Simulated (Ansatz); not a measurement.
Levels about the gap of amorphous Ti20O41Ca (62 atoms in a cell of 765 Å³, 3.59 g/cm³; zone centre alone, so wide bands show as single levels with stretches between that a denser mesh fills), at the geometry that PBE relaxed, where it gives 1.8 GPa on a denser mesh. The participation number counts the atoms over which a state spreads; weights are charges in smoothed Voronoi cells. The levels come from a single point, so bond lengths are those of that geometry. Method of the levels: PBE, scalar-relativistic without spin-orbit coupling (Ansatz, a quantum-chemistry and plane-wave program). Sampling: the zone centre alone; Fermi-Dirac width 0.02 eV; no spin polarisation.

It comes from a melt-quench run on a machine-learned potential (CHGNet), relaxed afterwards by DFT. O atoms were pushed apart under 1.9 Å during the dynamics, to hinder bonds among them. The hot cell started wider than the set density and was brought back towards it in steps. It is the lowest in DFT energy of 2 quenches. It is a model cell: composition and starting density were chosen by hand, and all elements were melted together. No dispersion term was used. Its density started from a set value of 3.59 and ended at 3.59 g/cm³. Cooling (nominally 360 K/ps over its main leg) ran many orders faster than in experiment, which tends to leave more defects and strain. One small periodic cell is one sample of the glass; other quenches scatter about these values. The volume was held where the preparation left it and the shape relaxed, at a PBE pressure of 1.8 GPa. Stress components on the final sampling reach 1.9 GPa. On a 2×2×2 Γ-centred mesh force components of up to 0.23 eV/Å stay, since the relaxation ran on the zone centre alone.

```json
[
 {"E - E(highest filled), eV": "-0.33", "filling": "filled", "participation number": "28.1", "largest on": "O, 2 neighbours", "weight O": "0.92", "weight Ti": "0.08", "weight Ca": "0.00"},
 {"E - E(highest filled), eV": "-0.30", "filling": "filled", "participation number": "21.7", "largest on": "O, 3 neighbours", "weight O": "0.92", "weight Ti": "0.08", "weight Ca": "0.00"},
 {"E - E(highest filled), eV": "-0.23", "filling": "filled", "participation number": "16.9", "largest on": "O, 3 neighbours", "weight O": "0.93", "weight Ti": "0.07", "weight Ca": "0.00"},
 {"E - E(highest filled), eV": "-0.19", "filling": "filled", "participation number": "18.5", "largest on": "O, 2 neighbours", "weight O": "0.93", "weight Ti": "0.07", "weight Ca": "0.00"},
 {"E - E(highest filled), eV": "-0.13", "filling": "filled", "participation number": "18.1", "largest on": "O, 3 neighbours", "weight O": "0.95", "weight Ti": "0.05", "weight Ca": "0.00"},
 {"E - E(highest filled), eV": "-0.03", "filling": "filled", "participation number": "19.6", "largest on": "O, 2 neighbours", "weight O": "0.92", "weight Ti": "0.08", "weight Ca": "0.00"},
 {"E - E(highest filled), eV": "0.00", "filling": "filled", "participation number": "16.3", "largest on": "O, 3 neighbours", "weight O": "0.94", "weight Ti": "0.06", "weight Ca": "0.00"},
 {"E - E(highest filled), eV": "2.74", "filling": "empty", "participation number": "18.1", "largest on": "Ti, 6 neighbours", "weight O": "0.19", "weight Ti": "0.81", "weight Ca": "0.00"},
 {"E - E(highest filled), eV": "2.83", "filling": "empty", "participation number": "16.0", "largest on": "Ti, 5 neighbours", "weight O": "0.20", "weight Ti": "0.80", "weight Ca": "0.00"},
 {"E - E(highest filled), eV": "2.86", "filling": "empty", "participation number": "10.8", "largest on": "Ti, 6 neighbours", "weight O": "0.17", "weight Ti": "0.83", "weight Ca": "0.00"},
 {"E - E(highest filled), eV": "2.87", "filling": "empty", "participation number": "17.2", "largest on": "Ti, 6 neighbours", "weight O": "0.21", "weight Ti": "0.79", "weight Ca": "0.00"},
 {"E - E(highest filled), eV": "2.94", "filling": "empty", "participation number": "15.3", "largest on": "Ti, 6 neighbours", "weight O": "0.21", "weight Ti": "0.79", "weight Ca": "0.00"},
 {"E - E(highest filled), eV": "2.98", "filling": "empty", "participation number": "18.6", "largest on": "Ti, 6 neighbours", "weight O": "0.18", "weight Ti": "0.82", "weight Ca": "0.00"},
 {"E - E(highest filled), eV": "3.02", "filling": "empty", "participation number": "15.2", "largest on": "Ti, 5 neighbours", "weight O": "0.19", "weight Ti": "0.81", "weight Ca": "0.00"}
]
```

Most localised among these is the empty level at +2.86 eV, on a Ti atom, which has 6 neighbours (O 1.88 Å, O 1.90 Å, O 1.94 Å, O 2.02 Å, O 2.03 Å, O 2.12 Å).
